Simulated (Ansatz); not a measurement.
Base system: Pt in the fcc (Cu type) structure (space group Fm-3m, No. 225; a = 3.942 Å; relaxed with 0.1 eV smearing).

Structures relaxed with DFT with r2SCAN, PAW potentials and a 500 eV plane-wave cutoff in Ansatz (a first-principles code), no SOC, earlier PAW set.

Base:

Simulated powder pattern, Cu Kα1, λ = 1.54056 Å (kinematic, ideal powder, no thermal factors, no anomalous dispersion; the 10 strongest lines at most, above 2 %, up to 2θ = 90°):

| 2θ (°) | I/Imax (%) | hkl |
|---|---|---|
| 39.57 | 100 | (111) |
| 46.02 | 49 | (200) |
| 67.11 | 33 | (220) |
| 80.81 | 40 | (311) |
| 85.22 | 12 | (222) |

The change: an isotropic linear strain of −2.79 %, atoms relaxed at fixed cell.

Task: How do the reflections move or split?

Result: 
Simulated powder pattern, Cu Kα1, λ = 1.54056 Å (kinematic, ideal powder, no thermal factors, no anomalous dispersion; the 10 strongest lines at most, above 2 %, up to 2θ = 90°):

| 2θ (°) | I/Imax (%) | hkl |
|---|---|---|
| 40.76 | 100 | (111) |
| 47.42 | 49 | (200) |
| 69.31 | 32 | (220) |
| 83.64 | 40 | (311) |
| 88.28 | 12 | (222) |

The indices refer to the base's conventional cell; one index is shown for lines that coincide.

Whether these cells are dynamically stable was not tested. The final runs are not spin-polarised.
